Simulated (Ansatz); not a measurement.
CF2 on the 1x1 (111) surface of fcc Rh, one in a 2x2 cell, energies for each (25.4 Å²). Energies are against CF4(g) − F2(g), without zero-point or thermal terms; each row is named by its start.

The numbers are results of PBE (plane waves to 420 eV, PAW; Ansatz, a first-principles code), not measurements.

Model: 19-atom slab, 6.5 Å thick at the start under the adsorbate (thin: gaps and levels are the slab's own), 6x6x1 mesh, Fermi-Dirac 0.1 eV, dipole correction, 8 atoms held, the rest relaxed; each run with such symmetry as its start has; no spin, no spin-orbit, no U, no dispersion correction.

A negative adsorption energy means that the adsorbate is more stable on the surface than in its reference. Starts that drift may end in the same place. Heights count from the host atoms within 0.3 Å of the top one.

```tsv
starting site	E_ads (eV)	height (Å)	nearest host atom (Å)	bonded to	Δ work function (eV)	lateral drift (Å)
top Rh	5.23	2.05	Rh 1.85	Rh	-0.23	0.0
hollow Rh-Rh-Rh over Rh at depth 2.2 Å	5.23	2.05	Rh 1.85	Rh	-0.23	1.6
hollow Rh-Rh-Rh over Rh at depth 4.4 Å	5.23	2.05	Rh 1.85	Rh	-0.23	1.5
bridge Rh-Rh (span 2.7 Å)	5.08	1.63	Rh 2.04	2 Rh	0.68	0.0
```
